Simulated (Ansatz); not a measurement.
Space group F-43m (No. 216); a = b = c = 4.3568 Å, α = β = γ = 90.00°

```csv
atom,site,symmetry,x,y,z
C,4d,-43m,0.7500,0.7500,0.7500
Si,4a,-43m,0.0000,0.0000,0.0000
```
(The calculation used a cell of 2 atoms; values per cell refer to that cell.)

Another polymorph of this substance is known too; which is more stable was not tested here. The cell is fixed at its relaxed static size. Melting and transitions to other phases are not modelled. An odd repeat of the supercell leaves out some zone-boundary points, where instabilities often lie.

Q: Is this phase dynamically stable in the harmonic approximation, and at 300, 600 K by the stochastic self-consistent harmonic approximation in a 3×3×3 supercell, PBEsol density-functional theory in Ansatz (plane waves, PAW)? Give the softest mode in each case.

A: Harmonic: softest mode 228 cm⁻¹ at q = (0.00, 0.00, 0.33), so stable at the wave vectors of the supercell. 300 K: stable, softest second derivative of the free energy 225 cm⁻¹ (error under 1) at q = (0.00, 0.00, 0.33), at 1.8 GPa in this cell. 600 K: stable, softest second derivative of the free energy 223 cm⁻¹ (error under 1) at q = (0.00, 0.00, 0.33), at 2.5 GPa in this cell. The verdict is statistical, holds for these wave vectors and this fixed cell alone, and errs towards stability where frames are few. Wave vectors are fractions of the primitive cell's reciprocal vectors.

Ansatz is an electronic-structure program.
